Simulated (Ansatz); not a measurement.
# Migration barriers: Ga-vacancy pair in silicon, charge state +1

Consider Ga-vacancy pair (Ga on one host Si site, one Si site vacant) in silicon, charge state +1. Level of theory: PBE, PAW (plane waves to 420 eV; Ansatz, a first-principles code).

216-site cell at the relaxed PBE lattice, one k-point at (0.250, 0.250, 0.250), smearing 0.01 eV, spin-restricted, no finite-size correction. Static, classical nuclei. The charge state is imposed; whether it is stable for some Fermi level was not computed. Forms of the defect that were not tried may lie lower.

Barriers: single points on a 2×2×2 k-point mesh shifted by half a step at the bands' geometries.

| Route | Start site over the lowest site run (eV) | Hop (Å) | Forward barrier (eV) | Backward barrier (eV) | Neighbours at the start | Neighbours at the saddle | Saddle order | Forward, on the band's own sampling (eV) |
|---|---|---|---|---|---|---|---|---|
| the Ga atom itself jumps into the vacancy (Ga-vacancy distance between ideal sites 2.37 Å throughout) | 0.00 | 2.73 | 0.12 | 0.12 | 3 Si at 2.39 Å | 3 Si at 2.63, 2 Si at 3.02, Si at 3.03 Å | first order | 0.13 |

Paths come from nudged elastic bands with a climbing image.  

The whole set of runs took roughly 17 core-hours.
